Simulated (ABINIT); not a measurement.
Input and output of a self-consistent single point for W (Im-3m, 1 atom in the cell) (ABINIT).

Method: PBE, spin-orbit coupling, PAW (JTH v2.0 PBE PAW) (plane waves; ABINIT).

```yaml
crystal:
  lattice:
    - [-1.58516, 1.58516, 1.58516]
    - [1.58516, -1.58516, 1.58516]
    - [1.58516, 1.58516, -1.58516]
  atoms:
    - { symbol: W, position: [0.00000, 0.00000, 0.00000] }
```

Reference input (self-consistent single point, DFT, PBE, plane waves, PAW (JTH v2.0 PBE PAW)): pseudos = [W.GGA_PBE-JTH.xml]; ecut = 20 Ha; pawecutdg = 40 Ha; pawxcdev = 0; occopt = 3; tsmear = 0.00499791 Ha; ngkpt = 19 19 19; nshiftk = 1; shiftk = 0 0 0; potentials = JTH v2.0 PBE PAW; nband = 12; kptopt = 1. This run's input differs from it in these lines:

```diff
@@ -16,6 +16,8 @@
 pawxcdev 0
+nspinor 2
+nspden 1
 occopt 3
 tsmear 0.00499791
-nband 12
-kptopt 1
+nband 24
+kptopt 4
 ngkpt 19 19 19
```

Output, abridged:

```
--- !BeginCycle
solver: {iscf: 17, nstep: 50, nline: 4, wfoptalg: 10, }
tolerances: {tolvrs: 1.00E-10, }
...

     iter   Etot(hartree)      deltaE(h)  residm     nres2
 ETOT  1  -66.674565694991    -6.667E+01 2.787E+01 1.046E+01
 ETOT  2  -69.119629140258    -2.445E+00 1.416E-01 1.256E+01
 ETOT  3  -69.083403943202     3.623E-02 2.559E-01 3.814E+00
 ETOT  4  -69.066431767202     1.697E-02 4.842E-02 2.672E-02
 ETOT  5  -69.067510304486    -1.079E-03 6.235E-02 3.934E-02
   [... 7 lines left out ...]
 ETOT 13  -69.067338083205     6.524E-09 5.169E-04 1.358E-06
 ETOT 14  -69.067338076548     6.658E-09 1.691E-04 6.781E-08
 ETOT 15  -69.067338076470     7.729E-11 4.652E-04 1.525E-08
 ETOT 16  -69.067338076400     7.057E-11 1.344E-04 2.574E-11
 At SCF step   16       nres2   =  2.57E-11 < tolvrs=  1.00E-10 =>converged.

 Cartesian components of stress tensor (hartree/bohr^3)
  sigma(1 1)= -1.62544092E-04  sigma(3 2)=  0.00000000E+00
  sigma(2 2)= -1.62544092E-04  sigma(3 1)=  0.00000000E+00
  sigma(3 3)= -1.62544092E-04  sigma(2 1)=  0.00000000E+00

 ----iterations are completed or convergence reached----

 reduced coordinates (array xred) for    1 atoms
       0.000000000000      0.000000000000      0.000000000000
 cartesian forces (eV/Angstrom) at end:
    1     -0.00000000000000    -0.00000000000000    -0.00000000000000
 frms,max,avg= 0.0000000E+00 0.0000000E+00   0.000E+00  0.000E+00  0.000E+00 e/A
 length scales=  5.188389827700  5.188389827700  5.188389827700 bohr
              =  2.745577646099  2.745577646099  2.745577646099 angstroms
   [... lines left out ...]
 Fermi (or HOMO) energy (hartree) =   0.35776   Average Vxc (hartree)=  -0.48745
   [... lines left out ...]
'-kT*entropy'       : -9.45812682620294E-04
total_energy        : -6.90673307708232E+01
total_energy_eV     : -1.87941764979046E+03
...

-Cartesian components of stress tensor (GPa)         [Pressure=  4.7822E+00 GPa]
- sigma(1 1)= -4.78221147E+00  sigma(3 2)=  0.00000000E+00
- sigma(2 2)= -4.78221147E+00  sigma(3 1)=  0.00000000E+00
- sigma(3 3)= -4.78221147E+00  sigma(2 1)=  0.00000000E+00

 Calculation completed.
```

The run converged in 16 iterations. Against the reference run the pressure goes from 3.90 to 4.78 GPa.

The starting cell comes from a database of computed structures (which also holds hypothetical and non-ambient phases and stackings), without a prior relaxation at this level. With a pressure of about 5 GPa the cell is away from its equilibrium volume at this level.

Cost on one core of a shared machine: roughly 10 min.
